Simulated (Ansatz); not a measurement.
The reference is Nb in the bcc (W type) structure (space group Im-3m, No. 229; a = 3.303 Å).

Calculations: Ansatz (a quantum-chemistry and plane-wave program), r2SCAN, PAW, cutoff 500 eV, without spin-orbit coupling.

Before the change:

The lattice parameter a comes out as 6.241 bohr.

Perturbation: Ti takes the place of Nb on all its sites; the structure is relaxed again.

Task: How does this affect the lattice parameter a?

Result: The lattice parameter a decreases by 0.094 bohr, from 6.241 bohr to 6.147 bohr.

Whether these cells are dynamically stable was not tested. The final runs are not spin-polarised. This is not the structure that Ti has at room temperature and ambient pressure.
